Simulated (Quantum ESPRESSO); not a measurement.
A self-consistent single point of Mg₆CuBi (P1, 8 atoms in the cell) with Quantum ESPRESSO.

Method: PBEsol, PseudoDojo standard norm-conserving (PBESOL) pseudopotentials (plane waves; Quantum ESPRESSO).

The change in words: atoms moved at random. Reference geometry:
```
Mg6CuBi
1.0
    4.98487     0.00000     0.00000
    0.00000     3.24580     5.45747
    0.00000    -3.24580     5.45747
Mg Cu Bi
6 1 1
Cartesian
  2.49243   1.61219   6.37879
  2.49243  -1.61219   6.37879
  0.00000   1.75838   4.53144
  0.00000  -1.75838   4.53144
  0.00000   0.00000   7.32556
  0.00000   0.00000   1.74137
  2.49243   0.00000   9.12532
  2.49243   0.00000   3.64690
```

Reference input (self-consistent single point, DFT, PBEsol, plane waves, PseudoDojo standard norm-conserving (PBESOL) pseudopotentials): ecutwfc = 95 Ry; occupations = smearing; smearing = gaussian; degauss = 0.0099958 Ry; potentials = {Mg: Mg.upf, Cu: Cu.upf, Bi: Bi.upf}; K_POINTS = automatic 4 3 3 0 0 0; conv_thr = 1e-10 Ry; mixing_beta = 0.7. This run's input differs from it in these lines:

```diff
@@ -30,10 +30,10 @@
 ATOMIC_POSITIONS crystal
-Mg    0.5000000000    0.8327600000    0.3360600000
-Mg    0.5000000000    0.3360600000    0.8327600000
-Mg    0.0000000000    0.6860300000    0.1442900000
-Mg    0.0000000000    0.1442900000    0.6860300000
-Mg    0.0000000000    0.6711500000    0.6711500000
-Mg    0.0000000000    0.1595400000    0.1595400000
-Cu    0.5000000000    0.8360400000    0.8360400000
-Bi    0.5000000000    0.3341200000    0.3341200000
+Mg    0.5015240000    0.8413270000    0.3270120000
+Mg    0.5013130000    0.3425550000    0.8305480000
+Mg    0.0099200000    0.6787860000    0.1453760000
+Mg   -0.0017150000    0.1373690000    0.6934350000
+Mg   -0.0009090000    0.6727800000    0.6746150000
+Mg    0.0058660000    0.1452430000    0.1641460000
+Cu    0.4911110000    0.8477880000    0.8221680000
+Bi    0.4928880000    0.3341420000    0.3426900000
 K_POINTS automatic
```

Output (repeated stretches shortened):

```
     Self-consistent Calculation

     iteration #  1     ecut=    95.00 Ry     beta= 0.70

     Threshold (ethr) on eigenvalues was too large:
     Diagonalizing with lowered threshold

     total energy              =   -1253.44639239 Ry
     estimated scf accuracy    <       0.70821694 Ry

     iteration #  2     ecut=    95.00 Ry     beta= 0.70

     total energy              =   -1253.67727401 Ry
     estimated scf accuracy    <       2.76606344 Ry

     iteration #  3     ecut=    95.00 Ry     beta= 0.70

     total energy              =   -1253.92313632 Ry
     estimated scf accuracy    <       0.20342275 Ry

   [... 8 blocks of this kind left out ...]

     iteration # 12     ecut=    95.00 Ry     beta= 0.70

     total energy              =   -1253.94183123 Ry
     estimated scf accuracy    <          1.4E-09 Ry

     iteration # 13     ecut=    95.00 Ry     beta= 0.70
     End of self-consistent calculation

     the Fermi energy is     7.5942 ev

!    total energy              =   -1253.94183123 Ry
     estimated scf accuracy    <          1.2E-11 Ry
     smearing contrib. (-TS)   =      -0.00187118 Ry
     internal energy E=F+TS    =   -1253.93996005 Ry

     convergence has been achieved in  13 iterations

     Forces acting on atoms (cartesian axes, Ry/au):

     atom    1 type  1   force =     0.00274654   -0.00474711   -0.00075937
     atom    2 type  1   force =    -0.00024520   -0.00189291    0.00469810
     atom    3 type  1   force =    -0.00488348   -0.00703211   -0.00390245
     atom    4 type  1   force =    -0.00086070    0.00839535   -0.00421099
     atom    5 type  1   force =     0.00086766    0.00045885   -0.00344409
   [... lines left out ...]

     Total force =     0.024812     Total SCF correction =     0.000018

          total   stress  (Ry/bohr**3)                   (kbar)     P=      -13.49
  -0.00019944  -0.00000904   0.00000203          -29.34       -1.33        0.30
  -0.00000904   0.00000510   0.00000742           -1.33        0.75        1.09
   0.00000203   0.00000742  -0.00008070            0.30        1.09      -11.87

   JOB DONE.
```

The run converged in 13 iterations. Against the reference run the free energy goes up by 4.7 meV/atom, the pressure hardly changes (-1.45 to -1.35 GPa) and the largest force goes from 0.207 to 0.435 eV/Å.

The starting cell comes from a database of computed structures (which also holds hypothetical and non-ambient phases and stackings), without a prior relaxation at this level. For this run, on top of that: atoms moved at random. Spin polarisation is off.

Cost on one core of a shared machine: roughly 4 min.
